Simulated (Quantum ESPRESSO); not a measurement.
**Parameter sweep on Sr₂ZnSb₂ (P-6m2, 5 atoms in the cell)**

```
Sr2ZnSb2
1.0
    4.65636     0.00000     0.00000
   -2.32818     4.03252     0.00000
    0.00000     0.00000     8.71845
Sr Zn Sb
2 1 2
Direct
  0.33333   0.66667   0.71230
  0.33333   0.66667   0.28770
  0.66667   0.33333   0.00000
  0.66667   0.33333   0.50000
  0.00000   0.00000   0.00000
```

Base run A: Quantum ESPRESSO 7.5 with LDA (PZ), GBRV 1.5 ultrasoft (LDA) pseudopotentials, self-consistent single point.

Its settings: ecutwfc = 50 Ry; ecutrho = 250 Ry; occupations = smearing; smearing = mp; degauss = 0.0073499 Ry; potentials = {Sr: sr_lda_v1.uspp.F.UPF, Zn: zn_lda_v1.uspp.F.UPF, Sb: sb_lda_v1.4.uspp.F.UPF}; K_POINTS = automatic 6 6 2 0 0 0; conv_thr = 1e-10 Ry.

The starting cell comes from a database of computed structures (which also holds hypothetical and non-ambient phases and stackings), without a prior relaxation at this level. Its lattice was rescaled by a random factor within 2.5 % of one. The run gives no clean gap (levels at the Fermi energy touch, overlap or are partly filled at this smearing), which alone does not show that the compound is a metal. Without a gap this mesh is coarse (it stands for a supercell whose shortest vector is 17 Å).

Total energies depend on the potentials, the functional and any Hubbard or dispersion term, so they are compared only between runs that share all of them.

| run | change | pressure (GPa) | largest force (eV/Å) | valence electrons |
|---|---|---|---|---|
| A | base | -2.85 | 0.027 | 70 |
| B | ecutwfc: 50 Ry → 85 Ry; ecutrho: 250 Ry → default; pseudopotentials: {Sr: sr_lda_v1.uspp.F.UPF, Zn: zn_lda_v1.uspp.F.UPF, Sb: sb_lda_v1.4.uspp.F.UPF} → {Sr: Sr.upf, Zn: Zn.upf, Sb: Sb.upf} [LDA (PW92)] | -2.75 | 0.027 | 70 |
| C | ecutrho: 250 Ry → 350 Ry; pseudopotentials: {Sr: sr_lda_v1.uspp.F.UPF, Zn: zn_lda_v1.uspp.F.UPF, Sb: sb_lda_v1.4.uspp.F.UPF} → {Sr: Sr.pz-spn-kjpaw_psl.1.0.0.UPF, Zn: Zn.pz-dn-kjpaw_psl.1.0.0.UPF, Sb: Sb.pz-n-kjpaw_psl.1.0.0.UPF} | -2.96 | 0.041 | 42 |
| D | ecutrho: 250 Ry → 350 Ry; pseudopotentials: {Sr: sr_lda_v1.uspp.F.UPF, Zn: zn_lda_v1.uspp.F.UPF, Sb: sb_lda_v1.4.uspp.F.UPF} → {Sr: Sr.pz-spn-rrkjus_psl.1.0.0.UPF, Zn: Zn.pz-dn-rrkjus_psl.1.0.0.UPF, Sb: Sb.pz-n-rrkjus_psl.1.0.0.UPF} | -2.94 | 0.041 | 42 |
| E | ecutwfc: 50 Ry → 85 Ry; ecutrho: 250 Ry → 595 Ry; pseudopotentials: {Sr: sr_lda_v1.uspp.F.UPF, Zn: zn_lda_v1.uspp.F.UPF, Sb: sb_lda_v1.4.uspp.F.UPF} → {Sr: Sr.pz-spn-kjpaw_psl.1.0.0.UPF, Zn: Zn.pz-spn-kjpaw_psl.1.0.0.UPF, Sb: Sb.pz-dn-kjpaw_psl.1.0.0.UPF} | -3.09 | 0.028 | 70 |
| F | ecutwfc: 50 Ry → 85 Ry; ecutrho: 250 Ry → 595 Ry; pseudopotentials: {Sr: sr_lda_v1.uspp.F.UPF, Zn: zn_lda_v1.uspp.F.UPF, Sb: sb_lda_v1.4.uspp.F.UPF} → {Sr: Sr.pz-spn-rrkjus_psl.1.0.0.UPF, Zn: Zn.pz-spn-rrkjus_psl.1.0.0.UPF, Sb: Sb.pz-dn-rrkjus_psl.1.0.0.UPF} [LDA (PZ), PSlibrary ultrasoft (LDA] | -3.09 | 0.029 | 70 |

Run C against A: The pressure goes from -2.85 to -2.96 GPa and the largest force goes from 0.027 to 0.041 eV/Å.

Run D against A: The pressure moves little (-2.85 to -2.94 GPa) and the largest force goes from 0.027 to 0.041 eV/Å.

Run E against A: The pressure goes from -2.85 to -3.09 GPa and the largest force hardly changes (0.027 to 0.028 eV/Å).
